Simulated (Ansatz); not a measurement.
Take NiSi (space group Pnma, No. 62; a = 5.119 Å, b = 3.342 Å, c = 5.563 Å; non-magnetic) as the base. Axes: x, y, z lie along a, b, c of the conventional cell.

Method: r2SCAN, PAW, 500 eV (Ansatz, a quantum-chemistry and plane-wave program; without spin-orbit coupling).

For the base:

The shortest interatomic distance comes out as 2.264 Å and the pressure is 0.0 GPa. The band gap comes out as zero.

Now apply this change: biaxial strain −1.17 %, plane normal [001], relaxed out of plane (Cartesian); in-plane vectors clamped, the third vector and the atoms free.

**Question.** What happens to the shortest interatomic distance?

**Answer.** The shortest interatomic distance decreases by 0.007 Å to 2.257 Å.

**Question.** Predict the new pressure.

**Answer.** The pressure (mean of the normal stresses, compression positive) goes from zero to 2.4 GPa.

**Question.** Predict the new band gap.

**Answer.** The band gap remains zero.

No phonon test of stability was made. Starting moments died away, wholly or in part, for the base; another magnetic solution may exist. All final runs are without spin polarisation.
